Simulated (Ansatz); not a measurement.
zincblende ZnSe (F-43m) under uniaxial stress along [001]

Cell and atoms are relaxed with r2SCAN to each stress (compression positive); bands and masses by r2SCAN with spin-orbit coupling, rigid bands (plane waves, PAW; Ansatz, a first-principles code). Strains are changes of length against the unloaded cell.

```
CELL_PARAMETERS angstrom
      0.00000     2.83265     2.83265
      2.83265     0.00000     2.83265
      2.83265     2.83265     0.00000
ATOMIC_POSITIONS crystal
  Zn 0.00000 0.00000 0.00000
  Se 0.75000 0.75000 0.75000
```

| stress (GPa) | strain [001] (%) | strain [100] (%) | gap (eV) | mₑ* [001] | mₑ* [100] | mₕ* [001] | mₕ* [100] |
|---|---|---|---|---|---|---|---|
| -2.00 | 3.62 | -1.28 | 1.631 | 0.131 | 0.130 | 0.81 | 0.50 |
| -1.00 | 1.87 | -0.67 | 1.692 | 0.132 | 0.132 | 0.79 | 0.61 |
| 0 | 0 | 0 | 1.750 | 0.133 | 0.133 | 0.68 | 0.68 |
| 1.00 | -2.04 | 0.77 | 1.730 | 0.133 | 0.134 | 0.49 | 0.70 |
| 2.00 | -4.36 | 1.69 | 1.695 | 0.133 | 0.134 | 0.32 | 0.64 |

[001] is the direction of the load; [010] strains as [100]. Masses are conductivity masses at 300 K in electron masses.

### Question
From the two loads next to zero, find the Young modulus and the ratio of transverse to axial strain.

### Answer
Between -1.00 and 1.00 GPa the strain along [001] changes by -3.91 % and that along [100] by 1.44 %. The modulus is 2.00/0.0391 = 51 GPa and the ratio of the strains 0.37 (r2SCAN, atoms relaxed). Along [001] C₁₁ = E(1 − ν)/((1 + ν)(1 − 2ν)) and C₁₂ = C₁₁ν/(1 − ν), which gives C₁₁ ≈ 90 GPa and C₁₂ ≈ 52 GPa.

### Question
How fast does the gap move on either side of zero load?

### Answer
Under tension, (1.692 − 1.750) eV over -1.00 GPa = 58 meV/GPa, or about -3.1 eV per unit strain; under compression, (1.695 − 1.750) eV over 2.00 GPa = -27 meV/GPa, or about 1.3 eV per unit strain. The two slopes part by 85 meV/GPa; gaps are resolved to about 0.01 eV, which allows 15 meV/GPa, so they differ, even in sign: the gap has a turning point near zero load.

### Question
Take the carrier density and the relaxation time as fixed, so that ρ ∝ m*. What gauge factor (Δρ/ρ)/ε follows for current along [001] at the loads next to zero?

### Answer
holes at -1.00 GPa: (0.79/0.68 − 1)/0.0187 ≈ 8.7; holes at 1.00 GPa: (0.49/0.68 − 1)/-0.0204 ≈ 14. These are means over a finite load; the small-strain gauge factor differs, most where the load has already emptied the upper valleys or bands. Carriers and loads whose mass moves by under 12 % aren't resolved and aren't listed. The change of shape, which adds a term of order 1 to 2, and that of the scattering between valleys or bands are left out.

Masses are those of dilute carriers in rigid bands with one relaxation time, without polarons. Third decimals of gaps are kept for the arithmetic. Every relaxation keeps the zincblende phase (space group I-4m2 under this load), so a transition, a distortion that breaks the symmetry or fracture can't show.
